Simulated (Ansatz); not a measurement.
Consider Si in the diamond structure (space group Fd-3m, No. 227; a = 5.402 Å). Axes: x, y, z lie along the cube axes.

Computed with LDA, PAW, 420 eV (Ansatz, an electronic-structure program; scalar-relativistic without spin-orbit coupling).

Strains are applied to the cell and any free atomic positions relax.

One change was made to it. Results:

```json
[
 {"quantity": "valence-band top at Γ (three highest levels, from the VBM)", "base": "0.00, 0.00, 0.00 eV", "after": "0.00, 0.00, -0.21 eV"},
 {"quantity": "smallest direct gap", "base": "2.53 eV", "after": "2.38 eV"},
 {"quantity": "band gap", "base": "0.45 eV", "after": "0.34 eV"}
]
```

**Question.** Which change produced these results?
(A) uniaxial strain ε_zz = +2.00 %
(B) uniaxial strain ε_zz = −2.50 %
(C) uniaxial strain ε_zz = −2.00 %
(D) uniaxial strain ε_zz = +3.00 %

**Answer.** D, uniaxial strain ε_zz = +3.00 %. For comparison, the valence-band top at Γ in the other runs: uniaxial strain ε_zz = +2.00 % gives 0.00, 0.00, -0.14 eV; uniaxial strain ε_zz = −2.00 % gives 0.00, -0.14, -0.14 eV; uniaxial strain ε_zz = −2.50 % gives 0.00, -0.18, -0.18 eV.

Stability against distortions was not tested. The zero or small gap of Si under uniaxial strain ε_zz = −2.00 % and Si under uniaxial strain ε_zz = −2.50 % can change with the level of theory.
